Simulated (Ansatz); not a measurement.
Take HgTe in the zinc blende structure (space group F-43m, No. 216) as the base.

```
HgTe
1.0
    0.00000     3.25489     3.25489
    3.25489     0.00000     3.25489
    3.25489     3.25489     0.00000
Hg Te
1 1
Direct
  0.00000   0.00000   0.00000
  0.25000   0.25000   0.25000
```

Cartesian axes are those of the cell as printed.

All numbers come from PBEsol/PAW in Ansatz (a program for electronic structure), without spin-orbit coupling.

Strains are applied to the cell and any free atomic positions relax.

One change was made to it. Results:

The energy increases by 4.9 meV/atom; the pressure (mean of the normal stresses, compression positive) goes from zero to -1.2 GPa.

Task: Which of these changes matches the shifts?
A) uniaxial strain ε_zz = +3.00 %
B) uniaxial strain ε_zz = +2.00 %
C) uniaxial strain ε_zz = +0.50 %
D) uniaxial strain ε_zz = −1.00 %

Result: A, uniaxial strain ε_zz = +3.00 %. For comparison, the energy relative to the base in the other runs: uniaxial strain ε_zz = +0.50 % gives +0.1 meV/atom; uniaxial strain ε_zz = +2.00 % gives +2.2 meV/atom; uniaxial strain ε_zz = −1.00 % gives +0.6 meV/atom.

The mesh was chosen for an insulator and is coarse for the gapless case. Whether these cells are dynamically stable was not tested. All final runs are without spin polarisation. Gaps under 0.05 eV, about the width of the smearing, are given as zero.
